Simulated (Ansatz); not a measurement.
The parent structure is PbZrO3 in the cubic perovskite structure (space group Pm-3m, No. 221; a = 4.141 Å; a cell from a computed database, its experimental status unchecked).

Now apply this change: hydrostatic tension (pressure −1 GPa).

Levels (all Ansatz, a quantum-chemistry and plane-wave program, PAW): PBEsol (420 eV, no spin-orbit coupling); HSE06 (420 eV, spin-orbit coupling left out).

The geometry is relaxed with PBEsol.

PBEsol lowest conduction level above the VBM at special points: X 2.32 eV; Γ 3.68 eV; M 4.29 eV

Problem. How does going to HSE06 change the lowest conduction level above the VBM at special points?

Solution. The lowest conduction level above the VBM at special points becomes X 3.48 eV; Γ 5.09 eV; M 5.56 eV (PBEsol: X 2.32 eV; Γ 3.68 eV; M 4.29 eV).

Single points use the geometry relaxed with PBEsol. HSE06 was sampled on its mesh, a few special points and the semilocal edge points, so its gap is an upper bound. The levels and masses belong to the bands next to the band gap. Load acts through the strain it causes; cell and atoms are relaxed under it. No phonon test of stability was made. Many cubic perovskites are stable only at high temperature; tilts and polar distortions were not tested.
